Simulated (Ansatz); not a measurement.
Take ZrO2 (space group Pca2_1, No. 29; a = 5.324 Å, b = 5.098 Å, c = 5.128 Å) as the base. Axes: x, y, z lie along a, b, c of the conventional cell.

Computed with DFT with PBE, PAW potentials and a 420 eV plane-wave cutoff in Ansatz (an electronic-structure program), spin-orbit coupling left out.

Now apply this change: biaxial strain +3.50 %, plane normal [001], relaxed out of plane (Cartesian); in-plane vectors clamped, the third vector and the atoms free.

Problem. What happens to the out-of-plane strain?

Solution. The out-of-plane strain comes out as -1.27 %.

No phonon test of stability was made. This is not the structure that ZrO2 has at room temperature and ambient pressure.
